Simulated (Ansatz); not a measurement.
The starting structures come from a database of crystals and need not be the phases stable at ambient conditions.

 Where the default PAW files enter, the runs use the earlier of Ansatz's two default sets.

Consider the following.

```yaml
crystal:
  lattice:
    - [4.82587, 0.00000, 0.00000]
    - [0.00000, 7.65414, 0.00000]
    - [0.00000, 0.00000, 4.82587]
  atoms:
    - { symbol: Te, position: [0.97275, 0.00000, 0.02725] }
    - { symbol: Te, position: [0.47275, 0.25000, 0.47275] }
    - { symbol: Te, position: [0.02725, 0.50000, 0.97275] }
    - { symbol: Te, position: [0.52725, 0.75000, 0.52725] }
    - { symbol: O, position: [0.86051, 0.81527, 0.25994] }
    - { symbol: O, position: [0.24006, 0.06527, 0.36051] }
    - { symbol: O, position: [0.13949, 0.31527, 0.74006] }
    - { symbol: O, position: [0.75994, 0.56527, 0.63949] }
    - { symbol: O, position: [0.63949, 0.93473, 0.75994] }
    - { symbol: O, position: [0.25994, 0.68473, 0.86051] }
    - { symbol: O, position: [0.36051, 0.43473, 0.24006] }
    - { symbol: O, position: [0.74006, 0.18473, 0.13949] }
```

Space group of this cell: P4_32_12. The cell is taken as given.

These are r2SCAN (plane waves, PAW; Ansatz, an electronic-structure program) values and carry that method's errors.

The current runs along the normal of the first two printed vectors; no spin-orbit coupling. Scaled by the factor s: both lengths across the current (ions clamped). Meshes 6×4×6 and 6×4 across the current in all rows.

```
s     mean pressure (GPa)  band gap (eV)
----  -------------------  -------------
0.98                  7.5           3.68
1.00                  0.4           3.52
1.02                 -5.3              ?
```

**Question.** Take the slope of the band gap against ln s from the two given rows, extrapolate to s = 1.02, and say what the run there gives.

**Answer.** Slope = (3.68 − 3.52) / ln 0.98 = -7.92 eV. The line gives 3.52 + (-7.92) × ln 1.02 = 3.36 eV. The run gives 3.32 eV, 0.04 eV under the line, 28 % of the predicted step.
